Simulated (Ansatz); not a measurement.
The starting structures come from a database of crystals and need not be the phases stable at ambient conditions.

By PBEsol, the system below comes out a metal.

Input:

```xyz
8
Lattice="7.1290 0.0000 0.0000 -3.5645 6.1739 0.0000 3.5645 2.0580 2.9104" Properties=species:S:1:pos:R:3 pbc="T T T"
W      0.0000     0.0000     0.0000
W      0.0000     4.1159     1.4552
W      4.4556     4.6304     2.1828
W      2.6734     3.6014     0.7276
W      8.0201     1.5435     2.1828
W      2.6734     0.5145     0.7276
W      5.3467     2.0580     0.7276
W      1.7822     6.1739     2.1828
```

The cell was relaxed by PBE-D3(BJ); by PBEsol it stands under a pressure of -1.5 GPa.

The current flows along the normal of the first two printed cell vectors, the (111) plane of the conventional cell. No spin-orbit coupling; the value is a mean over 0.1 eV about the Fermi level.

Problem. Compute, with PBEsol in Ansatz (a first-principles code), the ballistic conductance per area.

Solution. 0.51 × 10¹⁵ S/m² for both spins.
